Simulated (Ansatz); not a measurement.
The reference is BeSe in the zinc blende structure (space group F-43m, No. 216).

```yaml
crystal:
  lattice:
    - [0.00000, 2.58878, 2.58878]
    - [2.58878, 0.00000, 2.58878]
    - [2.58878, 2.58878, 0.00000]
  atoms:
    - { symbol: Be, position: [0.00000, 0.00000, 0.00000] }
    - { symbol: Se, position: [0.25000, 0.25000, 0.25000] }
```

Calculations: Ansatz (a program for electronic structure), PBE, PAW, cutoff 420 eV, spin-orbit coupling left out.

For the base:

| Quantity | Value |
|---|---|
| Band gap | 2.67 eV |
| Volume per atom | 17.35 Å³ |

Perturbation: a hydrostatic pressure of 9 GPa.

Q: Predict the new band gap and volume per atom.

A: The band gap shrinks by 0.226 eV (2.67 eV → 2.45 eV); the volume per atom shrinks by 1.63 Å³, from 17.35 Å³ to 15.72 Å³.

Load acts through the strain it causes; cell and atoms are relaxed under it. Stability against distortions was not tested. No other phases were tried under pressure.
